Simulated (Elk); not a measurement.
# Worked example: self-consistent single point of RbMg6Zr (Amm2, 8 atoms in the cell) in Elk

Computed with PBEsol, all-electron FP-LAPW, Elk's shipped species files, APW+lo basis with extra local orbitals in Elk 10.2.4.

This input was run:

```
tasks
  0

xctype
  22

rgkmax
  7.5

gmaxvr
  16.0

nxlo
  2

lorbcnd
  .true.

lmaxi
  3

stype
  3

swidth
  0.00367493

scale
  9.921213332

avec
    1.0000000000    0.0000000000    0.0000000000
    0.0000000000    0.6517824490    1.1100973699
    0.0000000000   -0.6517824490    1.1100973699

atoms
  3   : nspecies
  'Rb.in'   : spfname
  1   : natoms; atposl, bfcmt below
  0.5000000000  0.5857800000  0.5857800000    0.0 0.0 0.0
  'Mg.in'   : spfname
  6   : natoms; atposl, bfcmt below
  0.0000000000  0.9387700000  0.4014900000    0.0 0.0 0.0
  0.0000000000  0.4014900000  0.9387700000    0.0 0.0 0.0
  0.0000000000  0.4009400000  0.4009400000    0.0 0.0 0.0
  0.5000000000  0.6053000000  0.0764800000    0.0 0.0 0.0
  0.5000000000  0.0764800000  0.6053000000    0.0 0.0 0.0
  0.5000000000  0.0752800000  0.0752800000    0.0 0.0 0.0
  'Zr.in'   : spfname
  1   : natoms; atposl, bfcmt below
  0.0000000000  0.9159400000  0.9159400000    0.0 0.0 0.0

ngridk
  4 3 3
```

Output, abridged:

```
│ Elk code version 10.2.4 │

All units are atomic (Hartree, Bohr, etc.)

│ Ground-state run starting from atomic densities │

Lattice vectors :
   9.921213332       0.000000000       0.000000000
   0.000000000       6.466472723       11.01351283
   0.000000000      -6.466472723       11.01351283

Unit cell volume      :    1413.149456
Brillouin zone volume :   0.1755300633

Muffin-tin inner radius fraction :   0.1000000000E-01

Nuclei treated as point charges

Species :    1 (Rb)
 parameters loaded from : Rb.in
 name : rubidium
 nuclear charge    :   -37.00000000
 electronic charge :    37.00000000
 atomic mass :    155798.2684
 muffin-tin radius :    2.600000000
 number of radial points in muffin-tin :    597
 atomic positions (lattice), magnetic fields (Cartesian) :
   1 :   0.00000000  0.00000000  0.00000000    0.00000000  0.00000000  0.00000000

Species :    2 (Mg)
 parameters loaded from : Mg.in
 name : magnesium
 nuclear charge    :   -12.00000000
 electronic charge :    12.00000000
 atomic mass :    44305.30462
 muffin-tin radius :    2.200000000
 number of radial points in muffin-tin :    397
 atomic positions (lattice), magnetic fields (Cartesian) :
   1 :   0.50000000  0.35299000  0.81571000    0.00000000  0.00000000  0.00000000
   2 :   0.50000000  0.81571000  0.35299000    0.00000000  0.00000000  0.00000000
   3 :   0.50000000  0.81516000  0.81516000    0.00000000  0.00000000  0.00000000
   4 :   0.00000000  0.01952000  0.49070000    0.00000000  0.00000000  0.00000000
   5 :   0.00000000  0.49070000  0.01952000    0.00000000  0.00000000  0.00000000
   6 :   0.00000000  0.48950000  0.48950000    0.00000000  0.00000000  0.00000000

Species :    3 (Zr)
 parameters loaded from : Zr.in
 name : zirconium
 nuclear charge    :   -40.00000000
 electronic charge :    40.00000000
 atomic mass :    166291.1791
 muffin-tin radius :    2.600000000
 number of radial points in muffin-tin :    597
   [... lines left out ...]
Maximum |G| for potential and density :    16.00000000
 potential will be trimmed for |G| > 2 gkmax
Constant for pseudocharge density :   10
Radial integration step length :    4

G-vector grid sizes :     54    70    70
Number of G-vectors :    97775

Maximum angular momentum used for
 APW functions                      :    8
 outer part of muffin-tin           :    6
 inner part of muffin-tin           :    3

Total nuclear charge    :   -149.0000000
Total core charge       :    68.00000000
Total valence charge    :    81.00000000
Total excess charge     :    0.000000000
Total electronic charge :    149.0000000

Effective Wigner radius, rₛ :    1.313119970

Number of empty states         :   32
Total number of valence states :   73
Total number of core states    :   68

Conduction state local-orbitals added automatically
Total number of local-orbitals :  561

Exchange-correlation functional :     22     0     0
 PBEsol, Phys. Rev. Lett. 100, 136406 (2008)
 gradient requirement :    1
 generalised gradient approximation (GGA)

Smearing type :    3
 Fermi-Dirac
Smearing width :   0.3674930000E-02
Effective electronic temperature (K) :    1160.451112

Mixing type :    3
 Broyden mixing, J. Phys. A: Math. Gen. 17, L317 (1984)

Kohn-Sham potential initialised from atomic data
│ Self-consistent loop started │
│ Loop number : 1 │
 total energy                :     -7787.54780642
│ Loop number : 2 │
 total energy                :     -7786.69024206
RMS change in Kohn-Sham potential (target) :   0.6029742547     (  0.1000000000E-05)
Absolute change in total energy (target)   :   0.8575643608     (  0.1000000000E-03)
│ Loop number : 3 │
 total energy                :     -7789.69032493
RMS change in Kohn-Sham potential (target) :   0.6006043867     (  0.1000000000E-05)
Absolute change in total energy (target)   :    2.785691780     (  0.1000000000E-03)
│ Loop number : 4 │
 total energy                :     -7786.68013794
RMS change in Kohn-Sham potential (target) :   0.4493263596     (  0.1000000000E-05)
Absolute change in total energy (target)   :    2.313764045     (  0.1000000000E-03)
│ Loop number : 5 │
 total energy                :     -7781.08844379
RMS change in Kohn-Sham potential (target) :   0.1952918856     (  0.1000000000E-05)
Absolute change in total energy (target)   :    6.170135165     (  0.1000000000E-03)
   [... lines left out ...]
Absolute change in total energy (target)   :   0.3005512711E-02 (  0.1000000000E-03)
│ Loop number : 14 │
 total energy                :     -7776.35946490
RMS change in Kohn-Sham potential (target) :   0.4118236454E-05 (  0.1000000000E-05)
Absolute change in total energy (target)   :   0.3173600449E-02 (  0.1000000000E-03)
│ Loop number : 15 │
 total energy                :     -7776.35950698
RMS change in Kohn-Sham potential (target) :   0.1996755140E-05 (  0.1000000000E-05)
Absolute change in total energy (target)   :   0.7513189012E-03 (  0.1000000000E-03)
│ Loop number : 16 │
 total energy                :     -7776.35949315
RMS change in Kohn-Sham potential (target) :   0.1027195321E-05 (  0.1000000000E-05)
Absolute change in total energy (target)   :   0.2016594581E-03 (  0.1000000000E-03)
│ Loop number : 17 │
 total energy                :     -7776.35958082
RMS change in Kohn-Sham potential (target) :   0.8342645318E-07 (  0.1000000000E-05)
Absolute change in total energy (target)   :   0.3725520673E-04 (  0.1000000000E-03)
Convergence targets achieved

│ Loop number : 18 │

Energies :
 Fermi                       :     0.142057151352
 sum of eigenvalues          :     -4518.54907512
 electron kinetic            :      7980.42107268
 core electron kinetic       :      7481.60615282
 Coulomb                     :     -15449.4287108
 Coulomb potential           :     -12096.4755655
 nuclear-nuclear             :     -740.147943415
 electron-nuclear            :     -17322.0859693
 Hartree                     :      2612.80520188
 Madelung                    :     -9401.19092805
 xc potential                :     -402.494582290
 exchange                    :     -299.905345757
 correlation                 :     -7.43912547555
 electron entropic           :    -0.746870931516E-02
 total energy                :     -7776.35957807

Density of states at Fermi energy :    173.3921850
 (states/Hartree/unit cell)

Estimated indirect band gap :   0.1897707753E-02
 from k-point     14 to k-point     15
Estimated direct band gap   :   0.4096796091E-02
 at k-point     15

Charges :
 core                        :    68.00000000
 valence                     :    81.00000000
 interstitial                :    12.96340891
 muffin-tins (core leakage)
  species :    1 (Rb)
   atom    1                 :    35.48611083     (  0.9443882772E-04)
  species :    2 (Mg)
   atom    1                 :    10.46301314     (  0.6661338148E-15)
   atom    2                 :    10.46301314     (  0.6661338148E-15)
   atom    3                 :    10.45980031     (  0.6661338148E-15)
   atom    4                 :    10.47714354     (   0.000000000    )
   atom    5                 :    10.47714354     (   0.000000000    )
   atom    6                 :    10.47712516     (  0.6661338148E-15)
  species :    3 (Zr)
   atom    1                 :    37.73324143     (  0.2824274642E-05)
 total in muffin-tins        :    136.0365911
 total calculated charge     :    148.9724963
 total charge                :    149.0000000
 error                       :   0.2750367034E-01

│ Self-consistent loop stopped │
```

The run converged in 18 iterations. The count includes the last loop, which Elk runs after its targets are met.

The starting cell comes from a database of computed structures (which also holds hypothetical and non-ambient phases and stackings), without a prior relaxation at this level. Values depend on the basis (sphere radii, cutoffs, local orbitals), which need not be converged. The log's line on a gap gives a spacing of levels on this mesh, which the program prints for metals too.

Cost on one core of a shared machine: roughly 20 min.
